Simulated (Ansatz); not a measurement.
An Ansatz (an electronic-structure program) input (PBEsol in Ansatz (plane waves to 420 eV, PAW, no SOC)):

Ansatz 0.2 input:
```yaml
crystal:
  lattice:
    - [0, 2.2978999835, 2.2978999835]
    - [2.2978999835, 0, 2.2978999835]
    - [2.2978999835, 2.2978999835, 0]
  atoms:
    - { symbol: Cu, position: [0.25, 0.25, 0.25] }
    - { symbol: B, position: [0, 0, 0] }
basis: { ecutwfc: 420, ecutrho_ratio: 4, xc_grid: 2, fft_grid_basis: typed }
kpoints: { mp_grid: { grid: [17, 17, 17] } }
hamiltonian:
  xc: pbesol
  dispersion: none
  pseudopotentials: { kind: paw }
scf: { occupations: { method: fermi_dirac, width: 0.05 }, convergence: { dr2_threshold: 0.0000000002 } }
output: { forces: true, stress: true }
checkpoint: { write: state.ck, write_every: 1000 }
```

**Question.** Which symmetry and how many k-points will the program report, and about how many plane waves at Γ?

**Answer.** Space group F-43m (ITA 216) with 24 operations, k-points 165 of 4913, and 459 plane waves at Γ.

Stability against distortions was not tested. All final runs are without spin polarisation. The cell was made from BP by this change: P → Cu; the result is a hypothetical phase, not in the database extracts checked.
